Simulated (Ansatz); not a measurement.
## How a calculation on Mg6MoW (Amm2, 8 atoms in the cell) responds to its settings

```
CELL_PARAMETERS angstrom
      4.96859     0.00000     0.00000
      0.00000     2.89580     5.49643
      0.00000    -2.89580     5.49643
ATOMIC_POSITIONS crystal
  Mg 0.50000 0.67319 0.17309
  Mg 0.50000 0.17309 0.67319
  Mg 0.00000 0.83629 0.33687
  Mg 0.00000 0.33687 0.83629
  Mg 0.00000 0.31686 0.31686
  Mg 0.00000 0.81684 0.81684
  Mo 0.50000 0.17376 0.17376
  W  0.50000 0.67309 0.67309
```

Base run A: PBEsol, default PAW files made with PBE (Ansatz, a quantum-chemistry and plane-wave program), self-consistent single point.

Its settings: basis.ecutwfc = 420 eV; kpoints.mp_grid.grid = 4 3 3; hamiltonian.xc = pbesol; hamiltonian.pseudopotentials = {kind: paw} (the program's default PAW files); scf.occupations.method = gaussian; scf.occupations.width = 0.1 eV.

The starting cell comes from a database of computed structures (which also holds hypothetical and non-ambient phases and stackings), without a prior relaxation at this level. Its lattice was rescaled by a random factor within 2.5 % of one. Spin polarisation is off. In the base run, with a pressure of about -5 GPa the cell is away from its equilibrium volume at this level. Ansatz's pressure includes its estimate of the finite-basis (Pulay) stress. Without a gap this mesh is coarse (it stands for a supercell whose shortest vector is 17 Å).

ΔF is the free energy per atom less that of run A. 

Run A gave: pressure (GPa) -4.71; largest force (eV/Å) 0.132; TS (meV/atom) 4.6.

Runs:
- B: scf.occupations.width = 0.002 eV
- C: scf.occupations.width = 0.01 eV
- D: scf.occupations.width = 0.025 eV
- E: scf.occupations.width = 0.05 eV
- F: scf.occupations.width = 0.15 eV
- G: scf.occupations.width = 0.2 eV
- H: scf.occupations.width = 0.3 eV
- I: scf.occupations.width = 0.5 eV
- J: scf.occupations.width = 0.8 eV

Q: What does run C change against A?

A: The free energy goes up by 2.3 meV/atom, the pressure moves little (-4.71 to -4.73 GPa) and the largest force goes from 0.132 to 0.146 eV/Å.

Q: What does run F change against A?

A: The free energy goes down by 2.8 meV/atom, the pressure moves little (-4.71 to -4.69 GPa) and the largest force moves little (0.132 to 0.129 eV/Å).

Q: What does run I change against A?

A: The free energy goes down by 52.3 meV/atom, the pressure goes from -4.71 to -4.32 GPa and the largest force goes from 0.132 to 0.073 eV/Å.

```
run  ΔF (meV/atom)  pressure (GPa)  largest force (eV/Å)  TS (meV/atom)
---  -------------  --------------  --------------------  -------------
A             0.00           -4.71                 0.132            4.6
B              2.4           -4.72                 0.150            0.0
C              2.3           -4.73                 0.146            0.1
D              2.2           -4.73                 0.141            0.3
E             1.76           -4.72                 0.135            1.2
F             -2.8           -4.69                 0.129           10.1
G             -6.8           -4.67                 0.124           18.0
H            -17.9           -4.59                 0.113           40.0
I            -52.3           -4.32                 0.073          104.0
J           -129.8           -3.72                 0.078          245.9
```

Keys are those of Ansatz 0.2.
